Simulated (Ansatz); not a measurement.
**NbAs (I4₁md, No. 109, 4 atoms in the cell; start mp-2059)**

These are r²SCAN in Ansatz (PAW) values and carry that method's errors.

Run with plane-wave cutoff 500 eV, 16×16×16 k mesh, Fermi–Dirac smearing 0.05 eV, no spin polarisation, scalar-relativistic PAW data made under PBE.

Cell (relaxed at this level):

```cif
data_As4Nb4
_chemical_formula_sum 'Nb4 As4'
_space_group_name_H-M_alt 'I41md'
_space_group_IT_number 109
_space_group_name_Hall 'I 4bw -2'
_cell_length_a 3.45793
_cell_length_b 3.45793
_cell_length_c 11.76608
_cell_angle_alpha 90.000
_cell_angle_beta 90.000
_cell_angle_gamma 90.000
loop_
_atom_site_label
_atom_site_type_symbol
_atom_site_symmetry_multiplicity
_atom_site_Wyckoff_symbol
_atom_site_fract_x
_atom_site_fract_y
_atom_site_fract_z
_atom_site_occupancy
Nb1 Nb 4 a 0.00000 0.00000 0.49961 1
As1 As 4 a 0.00000 0.00000 0.91739 1
```
(The calculation used a cell of 4 atoms; values per cell refer to that cell.)

For NbAs (I4₁md, No. 109, 4 atoms in the cell; start mp-2059), the band gap is none.

Note: the relaxation could not lower the start's symmetry, so the cell can be a saddle point above a distorted one.

Spin–orbit coupling is not included.

Computed values are for the static lattice.

Computing time: about 18 core-minutes (a rough figure).

A start named mp-… is a Materials Project structure, which need not be a measured phase.

Ansatz is a program for electronic structure.
